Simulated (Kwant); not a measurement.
Model system: wire with a row of barriers in a Ge (holes) two-dimensional gas. Effective mass 0.06 mₑ, grid spacing 2.5 nm, hard walls, nominal width 60 nm (23 grid rows, so walls 60 nm apart), one parabolic valley, scattering region 250 nm long along x; energies count from the band bottom; Fermi energy swept from 0.0013927 to 0.016538 eV. 4 barrier(s) across the wire, height 0.13 eV, thickness 7.5 nm (about 3 grid columns), spaced by 40 nm.

The device is made up for the run: typed textbook-type constants, with dimensions and the other settings drawn at random.

Computed with Kwant: effective-mass tight-binding model on a square grid, one spin, coherent transport at 0 K. Conductance is in e²/h.

How many channels do the leads carry at E = 10.5, 13.3 meV?

The hard-wall thresholds are n² ħ²π²/(2mW²) = n² × 1.74 meV with W = 60 nm. √(10.5/1.74) = 2.46, so 2. √(13.3/1.74) = 2.76, so 2.
